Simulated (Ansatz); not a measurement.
HfO₂ (Pnma, No. 62, 12 atoms in the cell; start mp-741; a measured phase of this formula has another space group), treated with r²SCAN+rVV10 in Ansatz (PAW).

Run with plane-wave cutoff 560 eV, 6×10×6 k mesh (along the axes of the cell as run), Fermi–Dirac smearing 0.01 eV, scalar-relativistic PAW data made under PBE.

Cell (relaxed at this level):

HfO$_{2}$ has the orthorhombic space group Pnma (No. 62), Pearson symbol oP12. Lattice parameters: a = 5.5318 Å, b = 3.3017 Å, c = 6.4496 Å, α = 90.00°, β = 90.00°, γ = 90.00°. Hf on 4c has 5 O at 2.122–2.160 Å and 2 O at 2.274 Å and 2 O at 2.537 Å. O1 on 4c is surrounded by 1 Hf at 2.160 Å and 2 Hf at 2.274 Å and 2 Hf at 2.537 Å. O2 on 4c is surrounded by 4 Hf at 2.122–2.155 Å (tetrahedral). (Neighbours: up to the widest gap in distance over summed covalent radii, below 1.35, at either atom; cation-cation and far metal-metal contacts left out.)

**Question.** Predict the band gap.

**Answer.** 
- band gap = 3.93 eV (on the SCF k mesh)

Note: the relaxation could not lower the start's symmetry, so the cell can be a saddle point above a distorted one.

Spin–orbit coupling is not included.

Cost on a shared machine: around 9 core-minutes (rough).

A start named mp-… is a Materials Project structure, which need not be a measured phase.

Ansatz is an electronic-structure program.
